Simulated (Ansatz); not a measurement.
Structures of equal composition on the (111) surface of fcc Ir: a layer of Co in place of the second plane; a layer of Co in place of the third plane. The slabs share one bottom face, and each structure is named by its start. These are constructed structures in small cells; real faces may alloy, dewet or reconstruct in larger ones, and not all known structures of the face are among them. Slabs of about 11 Å, Fermi-Dirac smearing of 0.1 eV. Bottom of the slabs: a bare face, its two planes held. Relaxed from the named starts with such symmetry as they have, on meshes of like density; energies extrapolated to zero smearing; spin only where a row says so; no spin-orbit coupling, no U. Brackets mark spin-polarised runs, whose order is one that fits the cell.

All values below come from PBE (plane waves to 420 eV, PAW; Ansatz, a quantum-chemistry and plane-wave program).

**Question.** Rank these by energy per 1x1 cell (lowest first), as PBE gives it.

**Answer.** a layer of Co in place of the second plane (0.000 eV [spin, 2.2 μB a cell]), a layer of Co in place of the third plane (0.196 eV [spin, 1.5 μB a cell])
